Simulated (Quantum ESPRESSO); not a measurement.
Worked example: self-consistent single point of HfMg₆Sn (P1, 8 atoms in the cell) in Quantum ESPRESSO.

Level of theory: PBEsol, GBRV 1.5 ultrasoft (PBESOL) pseudopotentials (plane waves; Quantum ESPRESSO).

The change in words: atoms moved at random. Reference geometry:
```xyz
8
Lattice="4.9824 0.0000 0.0000 0.0000 3.2555 5.5243 0.0000 -3.2555 5.5243" Properties=species:S:1:pos:R:3 pbc="T T T"
Mg     2.4912    -1.6315     6.4433
Mg     2.4912     1.6315     6.4433
Mg     2.4912     0.0000     3.6790
Mg     0.0000    -1.5968     4.6255
Mg     0.0000     1.5968     4.6255
Mg     0.0000     0.0000     1.8340
Hf     0.0000     0.0000     7.3927
Sn     2.4912     0.0000     9.1511
```

Reference input (self-consistent single point, DFT, PBEsol, plane waves, GBRV 1.5 ultrasoft (PBESOL) pseudopotentials): ecutwfc = 40 Ry; ecutrho = 320 Ry; occupations = smearing; smearing = gauss; degauss = 0.0147 Ry; K_POINTS = automatic 4 3 3 0 0 0; conv_thr = 1e-11 Ry; mixing_beta = 0.5. This run's input differs from it in these lines:

```diff
@@ -27,10 +27,10 @@
 ATOMIC_POSITIONS {crystal}
-Mg    0.5000000000    0.3326100000    0.8337500000
-Mg    0.5000000000    0.8337500000    0.3326100000
-Mg    0.5000000000    0.3329800000    0.3329800000
-Mg    0.0000000000    0.1734000000    0.6639000000
-Mg    0.0000000000    0.6639000000    0.1734000000
-Mg    0.0000000000    0.1659900000    0.1659900000
-Hf    0.0000000000    0.6691100000    0.6691100000
-Sn    0.5000000000    0.8282600000    0.8282600000
+Mg    0.4901500000    0.3400230000    0.8271910000
+Mg    0.5008610000    0.8408660000    0.3283710000
+Mg    0.5037870000    0.3242370000    0.3389190000
+Mg   -0.0017960000    0.1694070000    0.6656690000
+Mg   -0.0098180000    0.6693050000    0.1671180000
+Mg    0.0042190000    0.1579810000    0.1652490000
+Hf    0.0076180000    0.6670090000    0.6718670000
+Sn    0.5049790000    0.8311720000    0.8356180000
 K_POINTS {automatic}
```

Output (repeated stretches shortened):

```
     Self-consistent Calculation

     iteration #  1     ecut=    40.00 Ry     beta= 0.50

     negative rho (up, down):  1.083E-01 0.000E+00

     total energy              =   -1066.25218878 Ry
     estimated scf accuracy    <       6.82505763 Ry

     iteration #  2     ecut=    40.00 Ry     beta= 0.50

     negative rho (up, down):  1.085E-01 0.000E+00

     total energy              =   -1067.52638568 Ry
     estimated scf accuracy    <       4.63019850 Ry

     iteration #  3     ecut=    40.00 Ry     beta= 0.50

     negative rho (up, down):  1.108E-01 0.000E+00

     total energy              =   -1068.08175657 Ry
     estimated scf accuracy    <       0.16858387 Ry

   [... 10 blocks of this kind left out ...]

     iteration # 14     ecut=    40.00 Ry     beta= 0.50

     negative rho (up, down):  1.122E-01 0.000E+00

     total energy              =   -1068.14087972 Ry
     estimated scf accuracy    <          2.2E-11 Ry

     iteration # 15     ecut=    40.00 Ry     beta= 0.50

     negative rho (up, down):  1.122E-01 0.000E+00
     End of self-consistent calculation

     the Fermi energy is     7.5946 ev

!    total energy              =   -1068.14087972 Ry
     estimated scf accuracy    <          3.6E-12 Ry
     smearing contrib. (-TS)   =      -0.00942645 Ry
     internal energy E=F+TS    =   -1068.13145327 Ry

     convergence has been achieved in  15 iterations

     negative rho (up, down):  1.122E-01 0.000E+00

     Forces acting on atoms (cartesian axes, Ry/au):

     atom    1 type  1   force =     0.01127238   -0.00444331    0.00016283
     atom    2 type  1   force =     0.00034693   -0.00614651   -0.00152635
     atom    3 type  1   force =    -0.00378648    0.00491641    0.00056360
     atom    4 type  1   force =     0.00088126    0.00190725    0.00012700
     atom    5 type  1   force =     0.00849512   -0.00730101   -0.00148873
   [... lines left out ...]
     Total force =     0.026387     Total SCF correction =     0.000007
   [... lines left out ...]

     negative rho (up, down):  1.122E-01 0.000E+00
          total   stress  (Ry/bohr**3)                   (kbar)     P=      -12.31
  -0.00007530  -0.00000657  -0.00001221          -11.08       -0.97       -1.80
  -0.00000657  -0.00007607   0.00000624           -0.97      -11.19        0.92
  -0.00001221   0.00000624  -0.00009959           -1.80        0.92      -14.65

   JOB DONE.
```

The run converged in 15 iterations. Against the reference run the free energy rises by 5.8 meV/atom, the pressure hardly changes (-1.26 to -1.23 GPa) and the largest force goes from 0.126 to 0.321 eV/Å.

The starting cell comes from a database of computed structures (which also holds hypothetical and non-ambient phases and stackings), without a prior relaxation at this level. For this run, on top of that: atoms moved at random.

Cost on one core of a shared machine: roughly 3 min.
